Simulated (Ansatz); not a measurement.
**PBE against r2SCAN: GaP, Ga → B**

Take GaP in the zinc blende structure (space group F-43m, No. 216; a = 5.506 Å) as the base.

(Cell as relaxed with PBE.)

Levels (all Ansatz, a program for electronic structure, PAW, earlier PAW set): PBE (420 eV, scalar-relativistic without spin-orbit coupling); r2SCAN (500 eV, no spin-orbit coupling).

Each level relaxes its own structure.

```
base                      PBE    r2SCAN
-------------------  --------  --------
volume per atom      20.87 Å³  20.25 Å³
lattice parameter a   5.506 Å   5.452 Å
band gap              1.58 eV   1.85 eV
```

It is then changed as follows: every Ga is replaced by B; the structure is relaxed again.

```tsv
quantity	PBE	r2SCAN
shift of the gap caused by the change	-0.33 eV	-0.44 eV
hole mass (degenerate bands, along [100])	0.26, 0.26, 0.33 mₑ (at Γ)	0.24, 0.24, 0.32 mₑ (at Γ)
band gap	1.25 eV	1.41 eV
volume per atom	11.76 Å³	11.67 Å³
```

PBE's shift of the gap caused by the change lies 0.11 eV above r2SCAN's; PBE's band gap lies 0.16 eV below r2SCAN's; PBE's volume per atom lies 0.09 Å³ above r2SCAN's (0.8 %). Neither level is exact; r2SCAN is the comparison here, not a measurement.

Masses are band curvatures over ±0.01 Å⁻¹ around the edge. Whether these cells are dynamically stable was not tested.
